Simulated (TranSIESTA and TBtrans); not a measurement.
**Sn chain with one Pd atom in place of Sn**

Device: Sn chain with one Pd atom in place of Sn. Leads: straight Sn chain, spacing 2.75 Å. Geometry: 3 atoms about the centre moved by SIESTA (PBE, DZP) to a largest force of 0.03 eV/Å, all others as built, motion along the axis alone.

Method: TranSIESTA and TBtrans, PBE, DZP numerical orbitals (energy shift 0.15 eV), PseudoDojo norm-conserving scalar-relativistic potentials, mesh cutoff 200 Ry, 300 K, spin-polarised (collinear), no spin-orbit coupling; self-consistent non-equilibrium Green functions.

```
Quantity                           Value
---------------------------------  -----
Conductance at 300 K (G0 = 2e²/h)   1.58
Thermopower (μV/K)                  -4.7
Mean T from −0.5 to 0.5 eV          1.39
```

Energies count from the leads' Fermi level. Transmissions are for each spin. The energy step is 0.01 eV; narrower resonances are cut or missed.

```csv
E (eV),T up,T down,lead channels up,down
-1.95,1.00,1.00,1,1
-1.80,1.00,1.00,1,1
-1.65,0.99,0.99,1,1
-1.50,0.97,0.97,1,1
-1.35,0.90,0.90,1,1
-1.20,0.76,0.76,1,1
-1.05,0.53,0.53,1,1
-0.90,0.25,0.25,1,1
-0.75,0.13,0.13,3,3
-0.60,0.30,0.29,3,3
-0.45,0.64,0.61,3,3
-0.30,1.05,1.01,3,3
-0.15,1.39,1.35,3,3
0.00,1.60,1.57,3,3
0.15,1.69,1.68,3,3
0.30,1.69,1.70,3,3
0.45,1.66,1.67,3,3
0.60,1.61,1.62,3,3
0.75,1.56,1.57,3,3
0.90,1.52,1.53,3,3
1.05,1.49,1.50,3,3
1.20,1.47,1.48,3,3
1.35,1.46,1.46,3,3
1.50,1.45,1.46,3,3
1.65,1.44,1.45,3,3
1.80,1.43,1.44,3,3
1.95,1.41,1.42,3,3
```

Moments were seeded on the central atoms alone, and one start was tried. The straight chain is held at its spacing; free chains may zigzag or dimerise.
